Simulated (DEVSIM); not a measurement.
**abrupt Ge p-n junction**

Device: abrupt Ge p-n junction, at 300 K.

| layer (left to right) | material | thickness (μm) | Nd (cm⁻³) | Na (cm⁻³) | τn (s) | τp (s) |
|---|---|---|---|---|---|---|
| 1 | Ge | 21.0 | - | 2.7e18 | 0.00084 | 0.00084 |
| 2 | Ge | 0.750 | 5.6e17 | - | 0.00084 | 0.00084 |

Left contact: ohmic. Right contact: ohmic. Voltage is applied to the left contact. Recombination: SRH at mid-gap, radiative. Mobility is constant in doping.

The device is made up for the run: typed textbook-type constants, with dimensions and the other settings drawn at random. Values at 300 K.

| parameter | Ge |
|---|---|
| gap (eV) | 0.664 |
| affinity (eV) | 4 |
| permittivity | 16 |
| Nc (cm⁻³) | 1.04e19 |
| Nv (cm⁻³) | 6e18 |
| μn (cm²/Vs) | 3900 |
| μp (cm²/Vs) | 1900 |
| B (cm³/s) | 6.4e-14 |

Model (solved in DEVSIM): 1D drift-diffusion, Boltzmann statistics, complete ionisation; no tunnelling, impact ionisation, image-force lowering or self-heating.

```json
{
 "potential_step_across_the_device_at_zero_bias": "0.568 V",
 "largest_field_in_the_device_at_zero_bias": "230000 V/cm",
 "Dark forward voltage at 1 A/cm²": "0.242 V",
 "Dark forward voltage at 100 A/cm²": "0.362 V"
}
```

Dark forward current:

(V (V), J (A/cm²)): (0.05, 0.00052); (0.10, 0.0041); (0.15, 0.029); (0.20, 0.20); (0.25, 1.4); (0.30, 9.4); (0.35, 64); (0.40, 430); (0.45, 2400)
